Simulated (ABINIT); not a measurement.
# A short convergence ladder for CaMg (Pmm2, 4 atoms in the cell)

```
CELL_PARAMETERS angstrom
      5.69089     0.00000     0.00000
      0.00000     3.90916     0.00000
      0.00000     0.00000     5.71262
ATOMIC_POSITIONS crystal
  Ca 0.75000 0.50000 0.75418
  Ca 0.25000 0.50000 0.25457
  Mg 0.75000 0.00000 0.24229
  Mg 0.25000 0.00000 0.75771
```

Base method: LDA (PW92), norm-conserving pseudopotentials (PseudoDojo nc-sr-04 LDA standard) (plane waves; ABINIT 10.0.3).

Base settings: pseudos = [Ca.upf, Mg.upf]; ecut = 42 Ha; occopt = 3; tsmear = 0.00367493 Ha; ngkpt = 3 4 3; nshiftk = 1; shiftk = 0 0 0; potentials = PseudoDojo nc-sr-04 LDA standard; nband = 27; kptopt = 1.

The count of work is k-points × plane waves × bands × iterations; it is no time. 

**The k-point mesh**

The second cell is the first with its lattice scaled by 0.98.

Only quantities that move along the ladder and can be compared are tabulated.

| ngkpt | free energy less the last step's (meV/atom) | energy of the compressed cell less the first (meV/atom) | pressure (GPa) | largest difference of a force vector from the last step's (eV/Å) | count of work / last |
|---|---|---|---|---|---|
| 1 2 1 | 233.19 | -44.16 | -4.22 | 0.044 | 0.083 |
| 2 2 2 | 40.48 | -18.74 | -2.29 | 0.033 | 0.31 |
| 3 3 3 | 35.38 | -16.98 | -2.10 | 0.013 | 0.67 |
| 3 4 3 | 0.00 | -20.75 | -2.42 | 0.000 | 1.0 |

Coarsest ngkpt that holds the free energy within 5 meV/atom: not settled: the last two steps still differ by 35 meV/atom, over half the tolerance, so the ladder does not show it.

Coarsest ngkpt that holds the pressure within 1 GPa of the last step, with all finer ones: 2 2 2, at 0.31 of the last step's count of work; the step before is off by 1.8 GPa.

Coarsest ngkpt that holds the forces within 0.02 eV/Å: not settled: the last two steps still differ by 0.013 eV/Å, over half the tolerance, so the ladder does not show it.

On the base run: the starting cell comes from a database of computed structures (which also holds hypothetical and non-ambient phases and stackings), without a prior relaxation at this level. Its lattice was rescaled by up to half a per cent. One atom was moved a little off its site on purpose. Without a gap this mesh is coarse (it stands for a supercell whose shortest vector is 16 Å).
